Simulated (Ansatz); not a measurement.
**Several settings converged on TiSi (Pm, 8 atoms in the cell)**

```
TiSi
1.0
    6.54479     0.00000     0.00000
    0.00000     3.64990     0.00000
    0.00000     0.00000     5.01845
Ti Si
4 4
Direct
  0.67568   0.25000   0.38174
  0.32432   0.75000   0.62822
  0.82432   0.75000   0.87178
  0.17568   0.25000   0.12822
  0.54393   0.25000   0.85540
  0.45607   0.75000   0.14460
  0.95607   0.75000   0.35540
  0.04393   0.25000   0.64460
```

Base method: LDA (PW92), default PAW files made with PBE (plane waves; Ansatz, a quantum-chemistry and plane-wave program).

Base settings: basis.ecutwfc = 30.9 Ry; kpoints.mp_grid.grid = 3 7 5; hamiltonian.xc = lda; hamiltonian.pseudopotentials = {kind: paw} (the program's default PAW files); scf.occupations.method = fermi_dirac; scf.occupations.width = 0.0073 Ry.

The count of work is k-points × plane waves × bands × iterations; it is no time. Core times come from one kind of shared machine, to one figure; runs under 30 s give none.

**The k-point mesh at a smearing width of 0.05 eV**

In this ladder: scf.occupations.width = 0.0037 Ry.

The second cell is the first with its lattice scaled by 0.98.

Only quantities that move along the ladder and can be compared are tabulated.

```tsv
kpoints.mp_grid.grid	free energy less the last step's (meV/atom)	energy of the compressed cell less the first (meV/atom)	pressure (GPa)	largest difference of a force vector from the last step's (eV/Å)	count of work / last	core time / last (rough)
2 3 3	-0.56	-22.40	-8.30	0.091	0.010	–
2 4 3	2.86	-21.82	-8.21	0.099	0.016	–
3 5 4	-4.65	-22.53	-8.33	0.021	0.032	–
3 6 4	-3.37	-22.57	-8.33	0.025	0.036	–
4 7 5	-0.08	-22.25	-8.28	0.026	0.057	–
5 8 6	0.16	-22.28	-8.28	0.010	0.12	0.1
6 10 7	-0.20	-22.27	-8.28	0.009	0.20	0.2
7 12 9	-0.11	-22.25	-8.28	0.002	0.34	0.4
10 18 13	0.00	-22.23	-8.27	0.000	1.0	1
```

Coarsest kpoints.mp_grid.grid that holds the energy of the compressed cell less the first within 0.2 meV/atom of the last step, with all finer ones: 4 7 5, at 0.057 of the last step's count of work; the step before is off by 0.34 meV/atom.

Coarsest kpoints.mp_grid.grid that holds the forces within 0.005 eV/Å of the last step, with all finer ones: 7 12 9, at 0.34 of the last step's count of work and about 0.4 of the last step's time; the step before is off by 0.009 eV/Å.

The energy difference between the two cells stays within 1 meV/atom of the last step's from 2 3 3 on, the total only from 4 7 5 on: much of the error is common to both cells and cancels.

**The width of Gaussian smearing**

In this ladder: kpoints.mp_grid.grid = 5 12 8; scf.occupations.method = gaussian.

Narrow widths need finer meshes than wide ones, so the last steps can hold mesh noise.

Only quantities that move along the ladder and can be compared are tabulated; pressure and forces are left out, as mesh noise rules them at narrow widths.

```csv
scf.occupations.width,free energy less the last step's (meV/atom),energy extrapolated to zero width less the last step's (meV/atom)
0.0735 Ry,-129.04,23.12
0.0367 Ry,-24.76,4.68
0.022 Ry,-7.30,1.17
0.0147 Ry,-2.84,0.29
0.0073 Ry,-0.52,0.02
0.0037 Ry,0.00,0.00
```

Widest scf.occupations.width that holds the energy extrapolated to zero width within 1 meV/atom of the last step, with all finer ones: 0.0147 Ry; the step before is off by 1.2 meV/atom.

Widest scf.occupations.width that holds the free energy within 5 meV/atom of the last step, with all finer ones: 0.0147 Ry; the step before is off by 7.3 meV/atom.

The extrapolation to zero width removes most of the smearing's effect on the energy.

**The mesh under tetrahedron occupations**

In this ladder: scf.occupations.method = tetrahedron; scf.occupations.width = default.

Only quantities that move along the ladder and can be compared are tabulated.

| kpoints.mp_grid.grid | free energy less the last step's (meV/atom) | pressure (GPa) | largest difference of a force vector from the last step's (eV/Å) | count of work / last | core time / last (rough) |
|---|---|---|---|---|---|
| 2 4 3 | 3.65 | -8.21 | 0.064 | 0.020 | – |
| 3 5 4 | -4.09 | -8.31 | 0.069 | 0.035 | – |
| 4 6 4 | -1.93 | -8.30 | 0.038 | 0.066 | – |
| 4 7 5 | 0.53 | -8.27 | 0.037 | 0.081 | – |
| 5 9 7 | 0.33 | -8.28 | 0.011 | 0.16 | 0.2 |
| 6 11 8 | 0.17 | -8.28 | 0.012 | 0.28 | 0.3 |
| 8 14 10 | 0.02 | -8.28 | 0.007 | 0.60 | 0.6 |
| 10 17 12 | 0.00 | -8.29 | 0.000 | 1.0 | 1 |

Coarsest kpoints.mp_grid.grid that holds the pressure within 0.05 GPa of the last step, with all finer ones: 3 5 4, at 0.035 of the last step's count of work; the step before is off by 0.08 GPa.

Coarsest kpoints.mp_grid.grid that holds the free energy within 1 meV/atom of the last step, with all finer ones: 4 7 5, at 0.081 of the last step's count of work; the step before is off by 1.9 meV/atom.

On the base run: the starting cell comes from a database of computed structures (which also holds hypothetical and non-ambient phases and stackings), without a prior relaxation at this level. Its lattice was rescaled by up to half a per cent. One atom was moved a little off its site on purpose. Spin polarisation is off. In the base run, with a pressure of about -8 GPa the cell is away from its equilibrium volume at this level. Ansatz's pressure includes its estimate of the finite-basis (Pulay) stress.

Left out of this page: 2 runs of the series outside the window shown, repeating another row's setting, or not comparable.

Keys are those of Ansatz 0.2.
